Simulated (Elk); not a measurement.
Elk run on YMg3 (P6_3/mmc, 8 atoms in the cell): self-consistent single point.

Method: PBEsol, spin-orbit coupling in second variation, all-electron FP-LAPW, Elk's shipped species files, default APW+lo basis run with Elk.

```
CELL_PARAMETERS angstrom
      6.68493     0.00000     0.00000
     -3.34246     5.78932     0.00000
      0.00000     0.00000     5.16703
ATOMIC_POSITIONS crystal
  Y  0.66667 0.33333 0.25000
  Y  0.33333 0.66667 0.75000
  Mg 0.16262 0.32523 0.25000
  Mg 0.83739 0.67477 0.75000
  Mg 0.83739 0.16262 0.75000
  Mg 0.16262 0.83739 0.25000
  Mg 0.67477 0.83739 0.25000
  Mg 0.32523 0.16262 0.75000
```

Reference input (self-consistent single point, DFT, PBEsol, all-electron FP-LAPW, Elk's shipped species files, default APW+lo basis): xctype = 22; stype = 0; swidth = 0.00734986 Ha; ngridk = 4 4 5; maxscl = 100. This run's input differs from it in these lines:…

```diff
@@ -5,2 +5,11 @@
   22
+
+spinorb
+  .true.
+
+lmaxi
+  3
+
+nempty
+  10
```

Log, with long lists cut:

```
│ Self-consistent loop started │
│ Loop number : 1 │
 total energy                :     -7970.87590516
 total moment                :   0.4768435104E-20 -0.1032860764E-19  0.1309253115E-16
│ Loop number : 2 │
 total energy                :     -7970.80082646
 total moment                :   0.4193426636E-21 -0.2241679952E-20  0.3568195215E-13
RMS change in Kohn-Sham potential (target) :   0.4302838869     (  0.1000000000E-05)
Absolute change in total energy (target)   :   0.7507870603E-01 (  0.1000000000E-03)
│ Loop number : 3 │
 total energy                :     -7971.88645067
   [... lines left out ...]
 total energy                :     -7967.08012157
 total moment                :  -0.6070930667E-21 -0.8777884513E-20  0.6126232231E-11
RMS change in Kohn-Sham potential (target) :   0.3786871898E-06 (  0.1000000000E-05)
Absolute change in total energy (target)   :   0.2420305782E-03 (  0.1000000000E-03)
│ Loop number : 14 │
 total energy                :     -7967.08013661
 total moment                :   0.3639330081E-20 -0.7036975335E-20  0.6127239685E-11
RMS change in Kohn-Sham potential (target) :   0.9478811966E-07 (  0.1000000000E-05)
Absolute change in total energy (target)   :   0.4547107801E-04 (  0.1000000000E-03)
Convergence targets achieved

│ Loop number : 15 │

Energies :
 Fermi                       :     0.154446429116
 xc effective B-field        :    -0.120575929121E-10
 external B-field            :      0.00000000000
 total energy                :     -7967.08015244
 (external B-field energy excluded from total)

Density of states at Fermi energy :    190.2463690
 (states/Hartree/unit cell)

Estimated indirect band gap :   0.8936360623E-03
 from k-point     18 to k-point      8
Estimated direct band gap   :   0.9259976699E-02
 at k-point      8

Charges :
 core                        :    68.00000000
 valence                     :    82.00000000
 interstitial                :    13.50353126
 muffin-tins (core leakage)
  species :    1 (Y)
   atom    1                 :    36.76984078     (  0.8983879333E-05)
   [... lines left out ...]
   atom    5                 :    0.000000000       0.000000000     -0.7366459762E-06
   atom    6                 :    0.000000000       0.000000000      0.7711923023E-06
 total in muffin-tins        :    0.000000000       0.000000000     -0.1058791184E-21
 total moment                :   0.2476697051E-20 -0.5079728803E-20  0.6127500968E-11

│ Self-consistent loop stopped │
```

The run converged in 15 iterations. The count includes the last loop, which Elk runs after its targets are met. 

The starting cell comes from a database of computed structures (which also holds hypothetical and non-ambient phases and stackings), without a prior relaxation at this level. Values depend on the basis (sphere radii, cutoffs, local orbitals), which need not be converged. The log's line on a gap gives a spacing of levels on this mesh, which the program prints for metals too.

Cost on one core of a shared machine: roughly 6 min.
